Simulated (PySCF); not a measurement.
PySCF 2.14.0, unrestricted B3LYP/def2-svp, df: I[B]I, charge 0, multiplicity 2, 3 atoms. The geometry is a generated start, not checked to be a minimum at this level.

| Quantity | Result |
|---|---|
| task | energy |
| method | b3lyp |
| basis | def2-svp |
| two-electron scheme | density fitting |
| mol.max_memory | 3000 MB |
| mf.max_cycle | 100 |
| mf.conv_tol | 1e-09 (default) |
| mf.grids.level | 3 (default) |
| effective core potentials | those of the basis set, past Kr |
| basis functions | 66 |
| grid points | 57968 |

```xyz
3

I     -1.8610    -0.3306     0.0192
B     -0.0079     0.6153     0.0001
I      1.8689    -0.2847    -0.0194
```

Charge 0 and multiplicity 2 are set for this test and not shown to be the ground state.

With the defaults (mf.DIIS = CDIIS, mf.diis = true, mf.init_guess = minao, mf.level_shift = 0, mf.diis_space = 8) it converges in 15 Fock builds. One run each on 2 threads, 1 BLAS thread, with these changes:
- mf.init_guess = atom
- mf.diis_space = 3
- mf.init_guess = huckel
- mf.DIIS = EDIIS
- mf.level_shift = 0.3 Hartree
- mf.init_guess = mod_huckel
- mf.init_guess = 1e
- mf.diis = false
- mf.level_shift = 0.1 Hartree

### Question
Name the settings that don't reach the solution of the defaults.

### Answer
No convergence: mf.DIIS = EDIIS; mf.diis = false (the run ends without SCF convergence in 100 cycles). The rest reach the solution of the defaults.

| setting | Fock builds | end |
|---|---|---|
| mf.init_guess = atom | 12 | same solution |
| the defaults | 15 | same solution |
| mf.init_guess = huckel | 15 | same solution |
| mf.init_guess = mod_huckel | 15 | same solution |
| mf.init_guess = 1e | 16 | same solution |
| mf.diis_space = 3 | 17 | same solution |
| mf.level_shift = 0.1 Hartree | 17 | same solution |
| mf.level_shift = 0.3 Hartree | 23 | same solution |
| mf.DIIS = EDIIS | 101 | no convergence |
| mf.diis = false | 101 | no convergence |
